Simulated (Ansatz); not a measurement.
Take MoSi₂ (space group Fddd, No. 70; a = 4.6074 Å, b = 8.0567 Å, c = 8.7621 Å; a hypothetical phase, not in the database extracts checked) as the base.

(Cell as relaxed with PBE.)

Levels (all Ansatz, a first-principles code, PAW): PBE (420 eV, spin-orbit coupling left out); PBEsol (420 eV, without spin-orbit coupling).

Each level relaxes its own structure.

| base | PBE | PBEsol |
|---|---|---|
| volume per atom | 13.55 Å³ | 13.23 Å³ |
| band gap | zero | zero |

One thing is altered: the cell is scaled by 0.9808 in all directions, atoms relaxed at fixed cell.

```tsv
quantity	PBE	PBEsol
pressure (mean of the normal stresses, compression positive)	13.6 GPa	?
energy relative to the base (free energy F)	+31 meV/atom	?
band gap	zero	?
```

Q: What does PBEsol give?

A: 
- pressure (mean of the normal stresses, compression positive), PBEsol: 14.5 GPa
- energy relative to the base (free energy F), PBEsol: +32 meV/atom
- band gap, PBEsol: zero

PBE's pressure lies 0.98 GPa below PBEsol's; PBE's energy relative to the base lies 1.5 meV/atom below PBEsol's; the two agree on the band gap. Neither level is exact; PBEsol is the comparison here, not a measurement.

The cells carry an imposed strain or load. No phonon test of stability was made. All final runs are without spin polarisation.
